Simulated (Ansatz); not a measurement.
Structures of equal composition on the (0001) surface of 4H silicon carbide (Si plane on top): (√3x√3)R30° Au adatom at H3; (√3x√3)R30° Au adatom at T4. The slabs share one bottom face, and each structure is named by its start. These are constructed structures in small cells; real faces may alloy, dewet or reconstruct in larger ones, and not all known structures of the face are among them. Slabs of about 10 Å, Fermi-Dirac smearing of 0.025 eV. Bottom of the slabs: H caps. Relaxed from the named starts with such symmetry as they have, on meshes of like density; energies extrapolated to zero smearing; spin only where a row says so; no spin-orbit coupling, no U. Brackets mark spin-polarised runs, whose order is one that fits the cell. Where a second, spin-polarised start was run, the lower counts.

Calculation: PBE (plane waves to 420 eV, PAW; Ansatz, a program for electronic structure).

Task: Put the candidates in order of energy per 1x1 cell, lowest first, for PBE.

Result: (√3x√3)R30° Au adatom at H3 (0.000 eV, no gap on the mesh), (√3x√3)R30° Au adatom at T4 (0.039 eV, no gap on the mesh)
